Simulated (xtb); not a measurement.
xtb 6.7.1, GFN2-xTB: Zr(OMe)4 (C[O][Zr]([O]C)([O]C)[O]C), 21 atoms. The geometry is a generated start, not checked to be a minimum at this level.

```
Quantity                                                                                                       Result
------------------------  -------------------------------------------------------------------------------------------
method                                                                                                       GFN2-xTB
--acc                                                                                                     1 (default)
--etemp (K)                                                                                             300 (default)
detailed input (--input)  none: ANC optimiser, Lindh (1995) Hessian, microcycle=20, maxdispl=1.0, hlow=0.01 (default)
basis functions                                                                                                    54
valence electrons                                                                                                  56
```

```xyz
21

Zr     0.5295     0.0175     0.2081
O     -1.3566     0.1107     0.3992
C     -1.7132     0.5953     1.6685
H     -1.1130     1.4906     1.9328
H     -2.7777     0.8761     1.6619
H     -1.5629    -0.1839     2.4392
O      0.8954    -0.8624    -1.4338
C     -0.1290    -0.8027    -2.3852
H     -0.2044     0.2096    -2.8283
H      0.0895    -1.5117    -3.1981
H     -1.1069    -1.0745    -1.9380
O      1.1848    -0.9761     1.6820
C      1.0261    -2.3554     1.4900
H      1.6220    -2.7078     0.6249
H      1.3727    -2.8892     2.3886
H     -0.0427    -2.6116     1.3258
O      1.1383     1.8142     0.2297
C      0.6374     2.5551    -0.8469
H     -0.4694     2.4736    -0.9045
H      0.8975     3.6162    -0.7127
H      1.0825     2.2164    -1.8032
```

Charge 0 and multiplicity 1 are set for this test and not shown to be the ground state.

The structure is relaxed from this start with --opt LEVEL for the levels crude, sloppy, loose, lax, normal, tight, vtight, extreme, once each. Up to the end of the extreme run atoms move by at most 0.99 Å along an axis.

### Question
Which level is enough to come within 5 meV of the tightest end point?

### Answer
normal: 23 cycles against 75, ending 3.3 meV above.

| level | cycles | energy above the extreme run (meV) | gradient norm (eV/Å) |
|---|---|---|---|
| crude | 1 | 15 | 0.056 |
| sloppy | 1 | 15 | 0.056 |
| loose | 1 | 15 | 0.056 |
| lax | 1 | 15 | 0.056 |
| normal | 23 | 3.3 | 0.020 |
| tight | 48 | 0.90 | 0.015 |
| vtight | 74 | under 0.01 | 0.0015 |
| extreme | 75 | — | 0.0021 |
